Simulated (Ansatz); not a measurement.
Start from ZnS in the wurtzite structure (space group P6_3mc, No. 186; a = 3.8061 Å, c = 6.2447 Å).

The values are results of r2SCAN (Ansatz, a quantum-chemistry and plane-wave program; PAW; 500 eV plane waves; without spin-orbit coupling), not measurements.

One change was made to it. Results:

The valence-band top at Γ (three highest levels, from the VBM) goes from 0.00, 0.00, -0.08 eV to 0.00, 0.00, -1.08 eV; the density rises by 2.08 g/cm³, from 4.13 g/cm³ to 6.21 g/cm³; the c/a ratio rises by 0.147 to 1.788; the electron mass changes from 0.18 mₑ along c, 0.21 mₑ across (at Γ) to 0.26 mₑ along c, 0.41 mₑ across (at K); the band gap shrinks by 0.93 eV (2.78 eV → 1.85 eV).

**Question.** Name the change that was made.
(A) pressure 3 GPa
(B) pressure −1 GPa
(C) pressure 75 GPa
(D) pressure 7 GPa

**Answer.** C, pressure 75 GPa. For comparison, the band gap in the other runs: pressure 3 GPa gives 2.94 eV; pressure −1 GPa gives 2.72 eV; pressure 7 GPa gives 3.13 eV.

Load acts through the strain it causes; cell and atoms are relaxed under it. Effective masses come from finite differences of ±0.01 Å⁻¹. No phonon test of stability was made. Tetrahedral semiconductors of this kind turn to denser phases somewhere between about 1 and 50 GPa; those were not computed, so compressed cells here can lie past the real transition.
